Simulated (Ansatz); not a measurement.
WO₃ (P4/ncc, No. 130, 16 atoms in the cell; start mp-18773; a measured phase of this formula has another space group), treated with LDA in Ansatz (plane waves, PAW).

Numerical settings: plane-wave cutoff 520 eV, 6×6×4 k mesh (along the axes of the cell as run), Fermi–Dirac smearing 0.01 eV, no spin polarisation, scalar-relativistic PAW data made under PBE.

Cell (relaxed with PBEsol):

```yaml
crystal:
  lattice:
    - [5.24915, 0.00000, 0.00000]
    - [0.00000, 5.24915, 0.00000]
    - [0.00000, 0.00000, 7.86926]
  atoms:
    - { symbol: W, position: [0.00000, 0.50000, 0.21702] }
    - { symbol: W, position: [0.50000, 0.00000, 0.28298] }
    - { symbol: W, position: [0.50000, 0.00000, 0.78298] }
    - { symbol: W, position: [0.00000, 0.50000, 0.71702] }
    - { symbol: O, position: [0.28991, 0.28991, 0.75000] }
    - { symbol: O, position: [0.21009, 0.78991, 0.75000] }
    - { symbol: O, position: [0.71009, 0.71009, 0.75000] }
    - { symbol: O, position: [0.78991, 0.21009, 0.75000] }
    - { symbol: O, position: [0.21009, 0.21009, 0.25000] }
    - { symbol: O, position: [0.28991, 0.71009, 0.25000] }
    - { symbol: O, position: [0.78991, 0.78991, 0.25000] }
    - { symbol: O, position: [0.71009, 0.28991, 0.25000] }
    - { symbol: O, position: [0.00000, 0.50000, 0.99407] }
    - { symbol: O, position: [0.50000, 0.00000, 0.50593] }
    - { symbol: O, position: [0.50000, 0.00000, 0.00593] }
    - { symbol: O, position: [0.00000, 0.50000, 0.49407] }
```

Task: Give the computed band gap and smallest direct gap on the k points sampled.

Result: 
- band gap: 0.99 eV
- smallest direct gap on the k points sampled: 1.02 eV

Note: cell and atoms aren't relaxed at this level (pressure -4.7 GPa).

Spin–orbit coupling is not included.

The result took around 80 core-seconds (rough).

A start named mp-… is a Materials Project structure, which need not be a measured phase.

Ansatz is a first-principles code.
